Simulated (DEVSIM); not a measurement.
Structure: Cr/SiO2/n-Si capacitor, at 300 K.

```csv
layer (left to right),material,thickness (nm),Nd (cm⁻³)
1,SiO2,8.90,-
2,Si,11000,2.5e15
```

Metal gate on the left, work function 4.5 eV. Fixed charge at the semiconductor interface 0 cm⁻² (in units of +e); no interface traps.

The device is made up for the run: typed textbook-type constants, with dimensions and the other settings drawn at random. Values at 300 K.

| parameter | SiO2 | Si |
|---|---|---|
| gap (eV) | 9 | 1.124 |
| affinity (eV) | 0.9 | 4.05 |
| permittivity | 3.9 | 11.7 |
| Nc (cm⁻³) | - | 2.86e19 |
| Nv (cm⁻³) | - | 3.1e19 |

Model (solved in DEVSIM): 1D Poisson equation in equilibrium, Boltzmann statistics, complete ionisation; no quantum confinement or tunnelling. Metal contacts follow the ideal Schottky-Mott rule: no Fermi-level pinning, no interface dipoles.

The interface trap density was swept, all else fixed.

| interface trap density (cm^-2 eV^-1) | flat-band voltage (V) | minimum of the low-frequency capacitance (μF/cm²) | threshold voltage (band bending 2φF) (V) |
|---|---|---|---|
| 0 | 0.21 | 0.0195 | -0.49 |
| 1e10 | 0.21 | 0.0209 | -0.49 |
| 1e11 | 0.21 | 0.0334 | -0.51 |
| 3e11 | 0.22 | 0.0586 | -0.56 |
| 1e12 | 0.25 | 0.123 | -0.71 |
| 2e12 | 0.29 | 0.182 | -0.94 |

From the first row to the last the flat-band voltage goes from 0.21 to 0.29. From the first row to the last the minimum of the low-frequency capacitance goes from 0.0195 to 0.182.
